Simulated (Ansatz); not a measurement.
**How far PBE and PBEsol part for SrO, Sr → Mg**

Consider SrO in the rock salt structure (space group Fm-3m, No. 225; a = 5.195 Å).

(Cell as relaxed with PBE.)

Levels (all Ansatz, an electronic-structure program, PAW): PBE (420 eV, without spin-orbit coupling); PBEsol (420 eV, no spin-orbit coupling).

Each level relaxes its own structure.

```
base                      PBE    PBEsol
-------------------  --------  --------
volume per atom      17.52 Å³  16.80 Å³
lattice parameter a   5.195 Å   5.122 Å
band gap              3.33 eV   3.20 eV
```

It is then changed as follows: Mg takes the place of Sr on all its sites, then cell and atoms are relaxed.

| quantity | PBE | PBEsol |
|---|---|---|
| shift of the gap caused by the change | +1.13 eV | ___ |
| lattice parameter a | 4.254 Å | ___ |

**Question.** What does PBEsol give?

**Answer.** 
- shift of the gap caused by the change, PBEsol: +1.42 eV
- lattice parameter a, PBEsol: 4.214 Å

PBE's shift of the gap caused by the change lies 0.29 eV below PBEsol's; PBE's lattice parameter a lies 0.040 Å above PBEsol's (0.9 %). Neither level is exact; PBEsol is the comparison here, not a measurement.

Stability against distortions was not tested.
